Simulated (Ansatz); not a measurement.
Crystal: CdTe (F-43m, zinc blende, 2 atoms a cell, 35.4 Å³ an atom); both levels run on this one cell.

Complex bands along the normal of (111) by Ansatz (plane waves, PAW, no spin-orbit coupling). r2SCAN gives a gap of 1.16 eV and a slowest mid-gap decay of 0.079 1/Å.

**Question.** What does PBE give on the same cell, and what does that do to the current through 2 nm?

**Answer.** Gap 0.66 eV, κ = 0.048 1/Å. The mid-gap transmission through 2 nm changes by exp(2 × 20 × (0.079 − 0.048)) = a factor of 3.5 against r2SCAN.

Ansatz is an electronic-structure program.
